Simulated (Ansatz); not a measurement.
# Corundum Ga2O3 (metastable phase)

The numbers are results of PBE0 in Ansatz (PAW), not measurements.

Run with plane-wave cutoff 500 eV, 6×6×6 k mesh, gaussian smearing 0.02 eV, scalar-relativistic PAW data made under PBE.

Cell (relaxed with r²SCAN):

Space group R-3c, hexagonal axes (No. 167); a = b = 4.985 Å, c = 13.442 Å, α = β = 90.00°, γ = 120.00°

| atom | site | symmetry | x | y | z |
|---|---|---|---|---|---|
| Ga | 12c | 3. | 0.0000 | 0.0000 | 0.1446 |
| O | 18e | .2 | 0.3036 | 0.3036 | 0.2500 |
(The calculation used a cell of 10 atoms; values per cell refer to that cell.)

| Item | Value |
|---|---|
| band gap | 5.34 eV (on the SCF k mesh) |

Note: cell and atoms aren't relaxed at this level (pressure -0.4 GPa).

Spin–orbit coupling is not included.

The computed numbers hold no vibrational or temperature effects.

Ansatz is a first-principles code.
